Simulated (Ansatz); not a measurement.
## InGaZnO4 (R3m, No. 160, 7 atoms in the cell; start mp-1215688)

The numbers are results of r²SCAN+SOC (Ansatz, an electronic-structure program, plane waves, PAW), not measurements.

Run with plane-wave cutoff 560 eV, 12×12×12 k mesh, Fermi–Dirac smearing 0.01 eV, PAW data made under PBE.

Cell (relaxed with PBEsol):

```cif
data_GaInO4Zn
_chemical_formula_sum 'Zn1 In1 Ga1 O4'
_space_group_name_H-M_alt 'P 1'
_space_group_IT_number 1
_cell_length_a 8.79421
_cell_length_b 8.79421
_cell_length_c 8.79421
_cell_angle_alpha 21.725
_cell_angle_beta 21.725
_cell_angle_gamma 21.725
loop_
_space_group_symop_operation_xyz
  'x, y, z'
loop_
_atom_site_label
_atom_site_type_symbol
_atom_site_fract_x
_atom_site_fract_y
_atom_site_fract_z
_atom_site_occupancy
Zn1 Zn 0.21869 0.21869 0.21869 1
In1 In 0.00294 0.00294 0.00294 1
Ga1 Ga 0.78714 0.78714 0.78714 1
O1 O 0.29509 0.29509 0.29509 1
O2 O 0.71124 0.71124 0.71124 1
O3 O 0.12117 0.12117 0.12117 1
O4 O 0.86373 0.86373 0.86373 1
```

```
Item                Result
--------  ----------------
band gap  1.72 eV (direct)
```

Note: cell and atoms aren't relaxed at this level (largest force component 0.08 eV/Å, pressure -0.4 GPa).

Computed values are for the static lattice.

The result took very roughly 27 core-minutes.

A start named mp-… is a Materials Project structure, which need not be a measured phase.
